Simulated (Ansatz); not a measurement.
Response to strain in PbSe

The parent structure is PbSe in the rock salt structure (space group Fm-3m, No. 225).

```xyz
2
Lattice="0.0000 3.0890 3.0890 3.0890 0.0000 3.0890 3.0890 3.0890 0.0000" Properties=species:S:1:pos:R:3 pbc="T T T"
Pb     0.0000     0.0000     0.0000
Se     3.0890     3.0890     3.0890
```

Cartesian axes are those of the cell as printed.

Strains are applied to the cell and any free atomic positions relax; under biaxial strain the out-of-plane vector relaxes too.

Calculations: r2SCAN (Ansatz, an electronic-structure program), spin-orbit coupling left out.

Notes on the quantities. energy relative to the base: free energy F.

| case | band gap | energy relative to the base | smallest direct gap |
|---|---|---|---|
| base | 0.67 eV | 0 meV/atom | 0.67 eV |
| biaxial strain −2.50 %, plane normal [111], relaxed out of plane | 0.22 eV | +8.9 meV/atom | 0.52 eV |
| biaxial strain −2.08 %, plane normal [111], relaxed out of plane | 0.31 eV | +6.1 meV/atom | 0.56 eV |
| biaxial strain −1.67 %, plane normal [111], relaxed out of plane | 0.38 eV | +3.9 meV/atom | 0.58 eV |
| biaxial strain −1.25 %, plane normal [111], relaxed out of plane | 0.46 eV | +2.2 meV/atom | 0.61 eV |
| biaxial strain −0.83 %, plane normal [111], relaxed out of plane | 0.53 eV | +0.9 meV/atom | 0.63 eV |
| biaxial strain −0.42 %, plane normal [111], relaxed out of plane | 0.60 eV | +0.2 meV/atom | 0.65 eV |

With Pb present, leaving out spin-orbit coupling can change the band edges. No phonon test of stability was made. The zero or small gap of PbSe under biaxial strain −2.50 %, plane normal [111], relaxed out of plane can change with the level of theory.
